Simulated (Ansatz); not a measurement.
Element substitutions in Cs2AgBiBr6

Consider Cs$_{2}$AgBiBr$_{6}$ (space group Fm-3m, No. 225; a = 11.477 Å).

Each row replaces one element on all its sites; cell and atoms are relaxed.

All numbers come from DFT with PBE, PAW potentials and a 420 eV plane-wave cutoff in Ansatz (a quantum-chemistry and plane-wave program), scalar-relativistic without spin-orbit coupling, earlier PAW set.

Q: Only one of these keeps a band gap. Which?
(A) Bi → Pb
(B) Br → F
(C) Ag → Cd

A: B, Br → F. Computed: Br → F: 2.76 eV; Ag → Cd: zero; Bi → Pb: zero

Spin-orbit coupling, missing from the scalar runs, can matter with Bi. Stability against distortions was not tested. As relaxed here, Cs2CdBiBr6 and Cs2AgPbBr6 are hypothetical phases, not in the database extracts checked. For Cs2AgBiF6 in this form, whether it has been made was not checked. No Hubbard U is applied, and correlation can decide whether such a compound is a metal. The final runs are not spin-polarised. An odd electron count without spin: Cs2CdBiBr6 and Cs2AgPbBr6.
